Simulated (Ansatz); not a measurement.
An Ansatz (a quantum-chemistry and plane-wave program) input (Ansatz r2SCAN, no spin-orbit coupling, earlier PAW set):

Ansatz 0.2 input:
```yaml
crystal:
  lattice:
    - [0, 2.0159686005, 2.0159686005]
    - [2.0744686154, -0.058500015, 2.0744686154]
    - [2.0744686154, 2.0744686154, -0.058500015]
  atoms:
    - { symbol: Ag, position: [0, 0, 0] }
basis: { ecutwfc: 500, ecutrho_ratio: 4, xc_grid: 4, fft_grid_basis: typed }
kpoints: { mp_grid: { grid: [27, 27, 27] } }
hamiltonian:
  xc: r2scan
  dispersion: none
  pseudopotentials: { azcp: { folder: ./paw }, kind: paw }
scf: { occupations: { method: fermi_dirac, width: 0.1 }, convergence: { dr2_threshold: 0.0000000001 } }
output: { forces: true, stress: true }
checkpoint: { write: state.ck, write_every: 1000 }
```

Task: Which symmetry and how many k-points will the program report, and about how many plane waves at Γ?

Result: Space group Immm (ITA 71) with 8 operations, k-points 2744 of 19683, and 455 plane waves at Γ.

Task: And the final pressure?

Result: -2.66 GPa (compression positive).

Single points use the geometry relaxed with PBE. The cells carry an imposed strain or load. Whether these cells are dynamically stable was not tested. The cell was made from Ag in the fcc (Cu type) structure (space group Fm-3m, No. 225) by this change: tensor shear ε_yz = −2.82 %.
